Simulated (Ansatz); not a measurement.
Start from SiO2 in the rutile structure (space group P4_2/mnm, No. 136; a = 4.236 Å, c = 2.690 Å). Axes: x, y, z lie along a, b, c of the conventional cell.

Level of theory: Ansatz (a quantum-chemistry and plane-wave program), PBE, PAW, cutoff 420 eV, no SOC, earlier PAW set.

For the base:

```
Quantity                                       Value
-----------------------------  ---------------------
Shortest interatomic distance                1.774 Å
Valence-band top at Γ          0.00, -0.85, -0.85 eV
Band gap                                     5.05 eV
```

Perturbation: the cell is compressed by 4.60 % along z with no lateral relaxation, atoms relaxed at fixed cell.

What happens to the shortest interatomic distance?

The shortest interatomic distance shrinks by 0.045 Å (1.774 Å → 1.729 Å).

Estimate the effect on the energy relative to the base.

The energy grows by 41 meV/atom.

What does the calculation give for the valence-band top at Γ after the change?

The valence-band top at Γ (three highest levels, from the VBM) changes from 0.00, -0.85, -0.85 eV to 0.00, -0.92, -0.92 eV.

What happens to the stress?

The stress (xx, yy, zz, yz, xz, xy; compression positive) comes out as (8.77, 8.77, 37.47, 0.00, 0.00, 0.00) GPa.

Estimate the effect on the band gap.

The band gap increases by 0.97 eV, from 5.05 eV to 6.02 eV.

The cells carry an imposed strain or load. No phonon test of stability was made.
